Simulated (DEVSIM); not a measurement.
System: abrupt InP n-p junction, at 300 K.

```csv
layer (left to right),material,thickness (μm),Nd (cm⁻³),Na (cm⁻³),τn (s),τp (s)
1,InP,2.40,5e16,-,2.4e-9,2.4e-9
2,InP,3.90,-,3e14,7.2e-8,2.4e-9
```

Left contact: ohmic. Right contact: ohmic. Voltage is applied to the left contact. Recombination: SRH at mid-gap, Auger. Mobility is constant in doping.

The device is made up for the run: typed textbook-type constants, with dimensions and the other settings drawn at random. Values at 300 K.

```csv
parameter,InP
gap (eV),1.344
affinity (eV),4.38
permittivity,12.5
Nc (cm⁻³),5.7e17
Nv (cm⁻³),1.1e19
μn (cm²/Vs),5200
μp (cm²/Vs),170
Cn (cm⁶/s),9e-31
Cp (cm⁶/s),9e-31
```

Model (solved in DEVSIM): 1D drift-diffusion, Boltzmann statistics, complete ionisation; no tunnelling, impact ionisation, image-force lowering or self-heating.

Question: Tabulate band edges, carrier densities and field at -1.0 V on the left contact.

Answer: Energies count from the Fermi level of the right contact; mesh points crowd at the junctions.

```tsv
x (μm)	Ec (eV)	Ev (eV)	n (cm⁻³)	p (cm⁻³)	field (V/cm)
0.000	1.063	-0.281	5.0e16	< 1e2	≈ 0
0.02583	1.063	-0.281	5.0e16	4.6e11	≈ 0
0.07890	1.063	-0.281	5.0e16	1.4e12	≈ 0
0.1879	1.063	-0.281	5.0e16	3.4e12	≈ 0
0.5301	1.063	-0.281	5.0e16	9.9e12	≈ 0
1.115	1.062	-0.282	5.0e16	2.4e13	≈ 0
1.804	1.062	-0.282	5.0e16	5.1e13	≈ 0
2.187	1.062	-0.282	5.0e16	7.5e13	≈ 0
2.309	1.062	-0.282	5.0e16	8.5e13	120
2.368	1.067	-0.277	4.1e16	1.1e14	2600
2.397	1.083	-0.261	2.2e16	2.1e14	10000
2.432	1.111	-0.233	7.3e15	6.2e14	5500
2.493	1.132	-0.212	3.3e15	1.4e15	2000
2.618	1.142	-0.202	2.1e15	2.1e15	230
3.012	1.141	-0.203	1.7e15	2.0e15	-80
3.691	1.135	-0.209	1.4e15	1.7e15	-100
4.894	1.119	-0.225	8.2e14	1.1e15	-170
5.632	1.103	-0.241	4.4e14	7.1e14	-290
6.061	1.086	-0.258	1.9e14	4.4e14	-520
6.197	1.079	-0.265	9.4e13	3.6e14	-610
6.263	1.075	-0.269	3.7e13	3.2e14	-630
6.300	1.072	-0.272	< 1e2	3.0e14	-640
```
